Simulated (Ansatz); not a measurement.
Defect migration in monoclinic HfO2: N-vacancy pair (N on one host O site, one O site vacant), charge state +1. Method: PBE, PAW (plane waves to 420 eV; Ansatz, a program for electronic structure).

Settings: 96 host sites, the relaxed PBE lattice, the Γ point alone, smearing 0.01 eV, spin-restricted, no image-charge correction. Energies are static. Spin-orbit coupling is left out. The charge state is imposed; whether it is stable for some Fermi level was not computed. Forms of the defect that were not tried may lie lower.

Barriers: single points on a 2×2×2 k-point mesh shifted by half a step at the bands' geometries.

A. the N atom itself jumps into the vacancy (N-vacancy distance between ideal sites 2.55 Å throughout); the atom moves 1.93 Å along (0.36, 0.09, 0.13) of the unit cell; the moving atom starts with neighbours Hf at 2.01, Hf at 2.03, Hf at 2.16 Å and ends with Hf at 2.08, Hf at 2.12, Hf at 2.27, Hf at 2.30; O at 2.66 Å; the start lies 1.11 eV above the lowest site run; saddle order not checked.
B. one O atom jumps into the vacancy from a nearby O site (N-vacancy distance between ideal sites 2.55 → 3.57 Å); the atom moves 1.78 Å along (0.06, -0.34, 0.04) of the unit cell; the moving atom starts with neighbours Hf at 2.12, Hf at 2.15, Hf at 2.27, Hf at 2.65; O at 2.53, O at 2.72 Å and ends with Hf at 2.06, Hf at 2.15, Hf at 2.37, Hf at 2.64; N at 2.62 Å; the start lies 1.11 eV above the lowest site run; saddle order not checked.
C. one O atom jumps into the vacancy from a nearby O site (N-vacancy distance between ideal sites 2.58 → 4.05 Å); the atom moves 1.92 Å along (0.36, 0.08, 0.14) of the unit cell; the moving atom starts with neighbours 2 Hf at 2.13, Hf at 2.39, Hf at 2.42; O at 2.60, O at 2.66, O at 2.67 Å and ends with Hf at 2.03, Hf at 2.07, Hf at 2.27 Å; the start lies 0.64 eV above the lowest site run; saddle order not checked.

Put the candidates in order of forward barrier, lowest first, for PBE, PAW.

A (0.22 eV), B (0.57 eV), C (0.75 eV)
